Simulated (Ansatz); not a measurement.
We consider Be (model structure, started from the diamond type, Fd-3m, No. 227, 2 atoms in the cell), described by PBEsol in Ansatz (PAW).

Settings: plane-wave cutoff 520 eV, 22×22×22 k mesh, Fermi–Dirac smearing 0.05 eV, scalar-relativistic PAW data made under PBE.

Cell (relaxed at this level):

```
Be
1.0
    0.00000     2.43730     2.43730
    2.43730     0.00000     2.43730
    2.43730     2.43730     0.00000
Be
2
Direct
  0.25000   0.25000   0.25000
  0.00000   0.00000   0.00000
```

Question: Estimate the bulk modulus B0 that the calculation returns.

Answer: 
bulk modulus B0: 45.5 GPa

The run finds no gap.

Note: the bulk modulus is −V dP/dV from two relaxed cells at ±2 % in volume; the relaxation could raise the start's symmetry but not lower it, so the cell can be a saddle point.

Computed values are for the static lattice.

Cost on a shared machine: roughly 30 core-seconds.

A model structure was made by putting elements into a prototype or built by hand; it is no filed structure, need not be a known phase, and can be a saddle point held by its symmetry.

Ansatz is an electronic-structure program.
